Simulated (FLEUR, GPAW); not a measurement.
A GPAW input for a self-consistent single point of HfZrW₄ (F-43m, 6 atoms in the cell) (DFT PBEsol, plane waves, GPAW PAW datasets PBEsol (made by gpaw-setup)):

```python
from ase import Atoms
from ase.units import GPa
from gpaw import GPAW

atoms = Atoms(['Zr', 'Hf', 'W', 'W', 'W', 'W'],
              cell=[[0.000000, 3.741048, 3.741048],
                    [3.741048, 0.000000, 3.741048],
                    [3.741048, 3.741048, 0.000000]],
              scaled_positions=[[0.000000, 0.000000, 0.000000],
                                [0.750000, 0.750000, 0.750000],
                                [0.375030, 0.375030, 0.375030],
                                [0.874910, 0.375030, 0.375030],
                                [0.375030, 0.375030, 0.874910],
                                [0.375030, 0.874910, 0.375030]],
              pbc=True)

calc = GPAW(mode={'name': 'pw', 'ecut': 550},
            xc='PBEsol',
            kpts=(7, 7, 7),
            occupations={'name': 'fermi-dirac', 'width': 0.1},
            nbands=-12,
            convergence={'forces': 0.001},
            symmetry={'symmorphic': False, 'tolerance': 0.0005},
            maxiter=120)

atoms.calc = calc

energy = atoms.get_potential_energy()
print('Energy (eV):', round(energy, 6))
forces = atoms.get_forces()
print('Forces (eV/Ang):')
print(forces.round(5))
stress = atoms.get_stress()
print('Stress (GPa, Voigt):', (stress / GPa).round(4))
```

Problem. Translate this input to FLEUR.

Solution. One input that does it (others would too):

Input of the input generator:

```
HfZrW4
&input film=f /
-0.0000000000 3.7410480000 3.7410480000
3.7410480000 0.0000000000 3.7410480000
3.7410480000 3.7410480000 -0.0000000000
1.8897261246
1.0 1.0 1.0

6
40 -0.0000000000 -0.0000000000 -0.0000000000
72 0.7500000000 0.7500000000 0.7500000000
74 0.3750300000 0.3750300000 0.3750300000
74 0.8749100000 0.3750300000 0.3750300000
74 0.3750300000 0.3750300000 0.8749100000
74 0.3750300000 0.8749100000 0.3750300000

&comp jspins=1 /
&exco xctyp='PBEs' /
&kpt div1=7 div2=7 div3=7 /
&end /
```

```xml
<?xml version="1.0" encoding="UTF-8" standalone="no"?>
<fleurInput fleurInputVersion="0.39">
   <comment>
      HfZrW4                                                                                              
   </comment>
   <calculationSetup>
      <cutoffs Kmax="4.3" Gmax="12.9" GmaxXC="12.9" numbands="0"/>
      <scfLoop itmax="80" minDistance="0.00001" maxIterBroyd="15" imix="Anderson" alpha="0.05" precondParam="0.0" spinf="2.0"/>
      <coreElectrons ctail="T" frcor="F" kcrel="0" coretail_lmax="0"/>
      <xcFunctional name="PBEs" relativisticCorrections="F"/>
      <magnetism jspins="1"/>
      <soc l_soc="F" theta="0.0" phi="0.0" spav="F"/>
      <expertModes spex="0" secvar="F"/>
      <geometryOptimization l_f="T" forcealpha="1.0" forcemix="BFGS" epsdisp="0.00001" epsforce="0.00001"/>
      <ldaU l_linMix="F" mixParam="0.05" spinf="1.0"/>
   </calculationSetup>
   <cell>
      <bzIntegration valenceElectrons="94.0" mode="hist" fermiSmearingEnergy="0.00367493">
         <kPointListSelection listName="default-1"/>
         <!-- k-points included here -->
         <xi:include xmlns:xi="http://www.w3.org/2001/XInclude" href="kpts.xml"> </xi:include>
      </bzIntegration>
      <!-- symmetry operations included here -->
      <xi:include xmlns:xi="http://www.w3.org/2001/XInclude" href="sym.xml"> </xi:include>
      <bulkLattice scale="1.0">
         <bravaisMatrix>
            <row-1>    0.0000000000000000     7.0695561389825805     7.0695561389825805</row-1>
            <row-2>    7.0695561389825805     0.0000000000000000     7.0695561389825805</row-2>
            <row-3>    7.0695561389825805     7.0695561389825805     0.0000000000000000</row-3>
         </bravaisMatrix>
      </bulkLattice>
   </cell>
   <atomSpecies>
      <species name="Zirconium (Zr)" element="Zr" atomicNumber="40">
         <mtSphere radius="2.68" gridPoints="925" logIncrement="0.014"/>
         <atomicCutoffs lmax="10" lnonsphr="8"/>
         <electronConfig flipSpins="F">
            <coreConfig>(1s1/2) (2s1/2) (2p1/2) (2p3/2) (3s1/2) (3p1/2) (3p3/2) (3d3/2) (3d5/2)</coreConfig>
            <valenceConfig>(4s1/2) (4p1/2) (4p3/2) (5s1/2) (4d3/2) (4d5/2)</valenceConfig>
            <stateOccupation state="(4d3/2)" spinUp="0.4" spinDown="0.4"/>
            <stateOccupation state="(4d5/2)" spinUp="0.6" spinDown="0.6"/>
         </electronConfig>
         <energyParameters s="5" p="5" d="4" f="4"/>
         <lo type="SCLO" l="0" n="4" eDeriv="0"/>
         <lo type="SCLO" l="1" n="4" eDeriv="0"/>
      </species>
      <species name="Hafnium (Hf)" element="Hf" atomicNumber="72">
         <mtSphere radius="2.68" gridPoints="925" logIncrement="0.014"/>
         <atomicCutoffs lmax="10" lnonsphr="8"/>
         <electronConfig flipSpins="F">
            <coreConfig>(1s1/2) (2s1/2) (2p1/2) (2p3/2) (3s1/2) (3p1/2) (3p3/2) (4s1/2) (3d3/2) (3d5/2) (4p1/2) (4p3/2) (4d3/2) (4d5/2)</coreConfig>
            <valenceConfig>(5s1/2) (5p1/2) (5p3/2) (6s1/2) (4f5/2) (4f7/2) (5d3/2) (5d5/2)</valenceConfig>
            <stateOccupation state="(5d3/2)" spinUp="0.4" spinDown="0.4"/>
            <stateOccupation state="(5d5/2)" spinUp="0.6" spinDown="0.6"/>
         </electronConfig>
         <energyParameters s="6" p="6" d="5" f="5"/>
         <lo type="SCLO" l="0" n="5" eDeriv="0"/>
         <lo type="SCLO" l="1" n="5" eDeriv="0"/>
         <lo type="SCLO" l="3" n="4" eDeriv="0"/>
      </species>
      <species name="Tungsten (W)" element="W" atomicNumber="74">
         <mtSphere radius="2.34" gridPoints="807" logIncrement="0.016"/>
         <atomicCutoffs lmax="10" lnonsphr="8"/>
         <electronConfig flipSpins="F">
            <coreConfig>(1s1/2) (2s1/2) (2p1/2) (2p3/2) (3s1/2) (3p1/2) (3p3/2) (4s1/2) (3d3/2) (3d5/2) (4p1/2) (4p3/2) (4d3/2) (4d5/2) (4f5/2) (4f7/2)</coreConfig>
            <valenceConfig>(5s1/2) (5p1/2) (5p3/2) (6s1/2) (5d3/2) (5d5/2)</valenceConfig>
            <stateOccupation state="(5d3/2)" spinUp="0.8" spinDown="0.8"/>
            <stateOccupation state="(5d5/2)" spinUp="1.2" spinDown="1.2"/>
         </electronConfig>
         <energyParameters s="6" p="6" d="5" f="5"/>
         <lo type="SCLO" l="0" n="5" eDeriv="0"/>
         <lo type="SCLO" l="1" n="5" eDeriv="0"/>
      </species>
   </atomSpecies>
   <atomGroups>
      <atomGroup species="Zirconium (Zr)">
         <relPos label="                   1">.0000000000 .0000000000 .0000000000</relPos>
         <force calculate="T" relaxXYZ="TTT"/>
      </atomGroup>
      <atomGroup species="Hafnium (Hf)">
         <relPos label="                   2">-1.000/4.000 -1.000/4.000 -1.000/4.000</relPos>
         <force calculate="T" relaxXYZ="TTT"/>
      </atomGroup>
      <atomGroup species="Tungsten (W)">
         <relPos label="                   3">.3750300000 .3750300000 .3750300000</relPos>
         <relPos label="                   4">-.1250900000 .3750300000 .3750300000</relPos>
         <relPos label="                   5">.3750300000 .3750300000 -.1250900000</relPos>
         <relPos label="                   6">.3750300000 -.1250900000 .3750300000</relPos>
         <force calculate="T" relaxXYZ="TTT"/>
      </atomGroup>
   </atomGroups>
   <output dos="F" band="F" slice="F">
      <checks vchk="F" cdinf="F"/>
      <bandDOS minEnergy="-.5*Htr" maxEnergy="0.5*Htr" sigma="0.015" storeEVData="T"/>
      <vacuumDOS vacdos="F" integ="F" star="F" nstars="0" locx1="0.0" locy1="0.0" locx2="0.0" locy2="0.0" nstm="0" tworkf="0.0"/>
      <unfoldingBand unfoldBand="F" supercellX="1" supercellY="1" supercellZ="1"/>
      <plotting iplot="0" polar="F">
         <plot TwoD="T" vec1="  1.0  0.0  0.0" vec2="  0.0  1.0  0.0" vec3="  0.0  0.0  1.0" zero="  0.0  0.0  0.0" file="plot"/>
      </plotting>
      <chargeDensitySlicing numkpt="0" minEigenval="0.0" maxEigenval="0.0" nnne="0" pallst="F"/>
      <specialOutput eonly="F"/>
      <magneticCircularDichroism mcd="F" energyLo="-10.0" energyUp="0.0"/>
   </output>
  <!-- We include the file relax.xml here to enable relaxations (see documentation) -->
  <xi:include xmlns:xi="http://www.w3.org/2001/XInclude" href="relax.xml"> <xi:fallback/> </xi:include>
</fleurInput>
```

Basis settings and potentials, where a program has them, do not carry over. This input uses DFT, PBEsol, all-electron FLAPW (FLEUR), scalar-relativistic valence.

The starting cell comes from a database of computed structures (which also holds hypothetical and non-ambient phases and stackings), without a prior relaxation at this level. Its lattice was rescaled by a random factor within 2.5 % of one.
